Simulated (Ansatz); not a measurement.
# Ta₂N (P-3m1, No. 164; start mp-10196): properties by level of theory

```tsv
level (code)	lattice constant a (Å)	lattice parameter c (Å)
PBE (Ansatz)	…	4.879
PBE-D3(BJ) (Ansatz)	…	4.852
PBE-D4 (Ansatz)	3.088	4.860
```

Task: Some entries are withheld; supply them.

Result: 
- PBE (Ansatz, a quantum-chemistry and plane-wave program), lattice constant a (Å): 3.102
- PBE-D3(BJ) (Ansatz), lattice constant a (Å): 3.075

Caveats: the relaxation could not lower the start's symmetry, so the cell can be a saddle point above a distorted one (PBE, PBE-D3(BJ), PBE-D4). Ansatz's density-functional and Hartree–Fock values are scalar-relativistic unless marked +SOC, with PAW data made under PBE.

Static lattice: no zero-point or thermal effects.

A start named mp-… is a Materials Project structure, which can be a computed phase never made.
